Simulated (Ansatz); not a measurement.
Structures of equal composition on the (111) surface of fcc Ir: a pseudomorphic layer of Au in the host's stacking; a pseudomorphic layer of Au in the other hollow. The slabs share one bottom face, and each structure is named by its start. These are constructed structures in small cells; real faces may alloy, dewet or reconstruct in larger ones, and not all known structures of the face are among them. Slabs of about 11 Å, Fermi-Dirac smearing of 0.1 eV. Bottom of the slabs: a bare face, its two planes held. Relaxed from the named starts with such symmetry as they have, on meshes of like density; energies extrapolated to zero smearing; spin only where a row says so; no spin-orbit coupling, no U. Brackets mark spin-polarised runs, whose order is one that fits the cell.

Level of theory: PBE (plane waves to 420 eV, PAW; Ansatz, a quantum-chemistry and plane-wave program).

Question: Rank these by energy per 1x1 cell (lowest first), as PBE gives it.

Answer: a pseudomorphic layer of Au in the host's stacking (0.000 eV), a pseudomorphic layer of Au in the other hollow (0.040 eV)
